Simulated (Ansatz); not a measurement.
Base system: SnSe₂ in the CdI2 type structure (space group P-3m1, No. 164; layered, stacked along the Cartesian z axis).

```
CELL_PARAMETERS angstrom
      3.84018     0.00000     0.00000
     -1.92009     3.32569     0.00000
      0.00000     0.00000     6.00656
ATOMIC_POSITIONS crystal
  Sn 0.00000 0.00000 0.00000
  Se 0.33333 0.66667 0.26530
  Se 0.66667 0.33333 0.73470
```

Cartesian axes are those of the cell as printed.

Computed with PBE-D3(BJ), PAW, 420 eV (Ansatz, a first-principles code; without spin-orbit coupling).

It is then changed as follows: every lattice vector is shortened by 0.50 %; the atoms relax in the strained cell.

Task: Predict the stress tensor and what it implies for the stiffness.

Result: Stress of the strained cell less that of the base (GPa, compression positive):
```
   0.77    0.00    0.00
   0.00    0.77    0.00
   0.00    0.00    0.36
```

Then B = −ΔP/(ΔV/V₀) with ΔV/V₀ = -0.0149 gives secant stiffness values (nonlinear terms included at this strain): B (at held cell shape, above the free-shape value) ≈ 42 GPa.

Stability against distortions was not tested.
